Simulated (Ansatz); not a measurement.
Base system: Lu in the hcp (Mg type) structure (space group P6_3/mmc, No. 194; relaxed with 0.1 eV smearing).

```
CELL_PARAMETERS angstrom
      3.50616     0.00000     0.00000
     -1.75308     3.03643     0.00000
      0.00000     0.00000     5.48202
ATOMIC_POSITIONS crystal
  Lu 0.66667 0.33333 0.75000
  Lu 0.33333 0.66667 0.25000
```

Level of theory: PBE in Ansatz (plane waves to 420 eV, PAW, without spin-orbit coupling).

Base values:

* **Pressure**: 0.0 GPa
* **Band gap**: zero

Modification: an isotropic linear strain of −1.00 %, atoms relaxed at fixed cell.

### Question
What does the calculation give for the pressure, energy relative to the base and band gap after the change?

### Answer
The pressure (mean of the normal stresses, compression positive) goes from zero to 1.5 GPa; the energy grows by 3.9 meV/atom; the band gap remains zero.

Stability against distortions was not tested.

Ansatz is an electronic-structure program.
